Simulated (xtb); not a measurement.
xtb 6.7.1, GFN2-xTB: cluster of 30 water molecules, 90 atoms. The geometry is a generated start, not checked to be a minimum at this level.

```yaml
run_flags: --md
method: GFN2-xTB
"--acc": 1 (default)
"--etemp (K)": 300 (default)
basis_functions: 180
valence_electrons: 240
```

Hardware: AMD EPYC (Zen 5), 96 cores on 1 socket, no SMT, 12 L3 cache groups.

Times are wall-clock medians of two to five runs, from launch to exit, with nothing else on the machine. Unless noted, each process is bound to its own block of adjacent cores. Build: conda-forge: gfortran, OpenMP (GNU), OpenBLAS with its own threads. Other compilers and libraries give other times. Scratch files lie in a memory file system.

First run (8 threads, 1 BLAS thread, detailed_input = $md;  time=0.2;  step=1;  hmass=1;  shake=0;  temp=300; $end):

```
 SCC (total)                   0 d,  0 h,  0 min,  0.042 sec
 SCC setup                      ...        0 min,  0.000 sec (  0.374%)
 Dispersion                     ...        0 min,  0.001 sec (  1.394%)
 classical contributions        ...        0 min,  0.000 sec (  0.200%)
 integral evaluation            ...        0 min,  0.002 sec (  5.324%)
 iterations                     ...        0 min,  0.029 sec ( 68.656%)
 molecular gradient             ...        0 min,  0.010 sec ( 23.469%)
 printout                       ...        0 min,  0.000 sec (  0.560%)
...
 total:
 * wall-time:     0 d,  0 h,  0 min,  6.455 sec
 *  cpu-time:     0 d,  0 h,  0 min, 51.409 sec
 * ratio c/w:     7.965 speedup
 SCF:
 * wall-time:     0 d,  0 h,  0 min,  0.042 sec
 *  cpu-time:     0 d,  0 h,  0 min,  0.335 sec
 * ratio c/w:     7.973 speedup
 MD:
 * wall-time:     0 d,  0 h,  0 min,  6.404 sec
 *  cpu-time:     0 d,  0 h,  0 min, 51.016 sec
 * ratio c/w:     7.966 speedup
```

Second run:

```
 SCC (total)                   0 d,  0 h,  0 min,  0.042 sec
 SCC setup                      ...        0 min,  0.000 sec (  0.315%)
 Dispersion                     ...        0 min,  0.000 sec (  1.166%)
 classical contributions        ...        0 min,  0.000 sec (  0.185%)
 integral evaluation            ...        0 min,  0.002 sec (  5.142%)
 iterations                     ...        0 min,  0.029 sec ( 69.185%)
 molecular gradient             ...        0 min,  0.010 sec ( 23.435%)
 printout                       ...        0 min,  0.000 sec (  0.553%)
...
 total:
 * wall-time:     0 d,  0 h,  0 min,  3.154 sec
 *  cpu-time:     0 d,  0 h,  0 min, 25.109 sec
 * ratio c/w:     7.962 speedup
 SCF:
 * wall-time:     0 d,  0 h,  0 min,  0.042 sec
 *  cpu-time:     0 d,  0 h,  0 min,  0.335 sec
 * ratio c/w:     8.004 speedup
 MD:
 * wall-time:     0 d,  0 h,  0 min,  3.105 sec
 *  cpu-time:     0 d,  0 h,  0 min, 24.723 sec
 * ratio c/w:     7.964 speedup
```

Q: Both blocks come from the same system on the same machine. Which change was made from the first run to the second?
(A) detailed_input = $md;  time=0.2;  step=1;  hmass=1;  shake=0;  temp=300;  sccacc=10; $end
(B) detailed_input = $md;  time=0.2;  step=0.5;  hmass=1;  shake=0;  temp=300; $end
(C) detailed_input = $md;  time=0.2;  step=4;  hmass=4;  shake=1;  temp=300; $end
(D) detailed_input = $md;  time=0.2;  step=2;  hmass=4;  shake=1;  temp=300; $end

A: D, detailed_input = $md;  time=0.2;  step=2;  hmass=4;  shake=1;  temp=300; $end. The largest move is in dynamics: 6.4 s to 3.1 s. The other changes gave 1.6 s (detailed_input = $md;  time=0.2;  step=4;  hmass=4;  shake=1;  temp=300; $end), 12 s (detailed_input = $md;  time=0.2;  step=0.5;  hmass=1;  shake=0;  temp=300; $end), 6.5 s (detailed_input = $md;  time=0.2;  step=1;  hmass=1;  shake=0;  temp=300;  sccacc=10; $end), against 3.2 s here and 6.5 s at first.
